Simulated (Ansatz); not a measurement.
The cell is built on a prototype and need not be the phase stable at ambient conditions.

By PBEsol, the system below comes out a metal.

The ballistic (Sharvin) conductance counts the channels at the Fermi level: G/A = (e²/h) × channels of both spins per area.

Consider the following.

```
GeSe2
1.0
    6.55234    -0.39682     0.00000
    0.68065     7.45972     0.00000
    0.00000     0.00000     5.64133
Ge Se
4 8
Direct
  0.76271   0.14831   0.04515
  0.23729   0.35169   0.54515
  0.23729   0.85169   0.95485
  0.76271   0.64831   0.45485
  0.86146   0.29913   0.42798
  0.13854   0.20087   0.92798
  0.13854   0.70087   0.57202
  0.86146   0.79913   0.07202
  0.58763   0.43594   0.83074
  0.41237   0.06406   0.33074
  0.41237   0.56406   0.16926
  0.58763   0.93594   0.66926
```

Space group of this cell: P2_1/c. The cell was relaxed by PBE-D3(BJ); by PBEsol its mean pressure is -0.7 GPa.

The current flows along the normal of the first two printed cell vectors. No spin-orbit coupling; the value is a mean over 0.1 eV about the Fermi level.

Problem. Estimate the ballistic conductance per area that PBEsol run with Ansatz (a program for electronic structure) returns for this system.

Solution. 0.27 × 10¹⁵ S/m² for both spins.
